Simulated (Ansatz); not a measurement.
Base system: KTaO$_{3}$ in the cubic perovskite structure (space group Pm-3m, No. 221; a = 4.0244 Å).

Now apply this change: a hydrostatic pressure of 9 GPa.

Levels (all Ansatz, an electronic-structure program, PAW): PBE (420 eV, scalar-relativistic without spin-orbit coupling); r2SCAN (500 eV, no spin-orbit coupling); HSE06 (420 eV, no spin-orbit coupling); PBE+SOC (420 eV, noncollinear with spin-orbit coupling).

One geometry, relaxed with PBE, under each level:

Notes on the quantities. electron mass: degenerate bands, along [100]; hole mass: degenerate bands, along [100].

| level | band gap | lowest conduction level above the VBM at special points | electron mass | hole mass | pressure |
|---|---|---|---|---|---|
| PBE | 2.26 eV | Γ 2.26 eV; X 2.43 eV; M 5.21 eV; R 6.66 eV | – | – | 9.00 GPa |
| r2SCAN | 2.67 eV | Γ 2.67 eV; X 2.83 eV; M 5.61 eV; R 7.09 eV | – | – | 3.86 GPa |
| HSE06 | ___ | ___ | – | – | – |
| PBE+SOC | 2.12 eV | Γ 2.12 eV; X 2.41 eV; M 5.06 eV; R 6.51 eV | 0.26, 0.73 mₑ (at Γ) | 1.0, 2.7 mₑ (at R) | 8.78 GPa |

Task: Give the withheld HSE06 results.

Result: 
- HSE06, band gap: 3.63 eV
- HSE06, lowest conduction level above the VBM at special points: Γ 3.63 eV; X 3.80 eV; M 6.80 eV

Single points use the geometry relaxed with PBE. Their cutoffs differ, which shifts pressures a little. HSE06 gaps are upper bounds (no full band path). The spin-orbit shifts are approximate. Spin-orbit coupling, missing from the scalar runs, can matter with Ta. Load acts through the strain it causes; cell and atoms are relaxed under it. Effective masses come from finite differences of ±0.01 Å⁻¹. Whether these cells are dynamically stable was not tested. No other phases were tried under pressure.
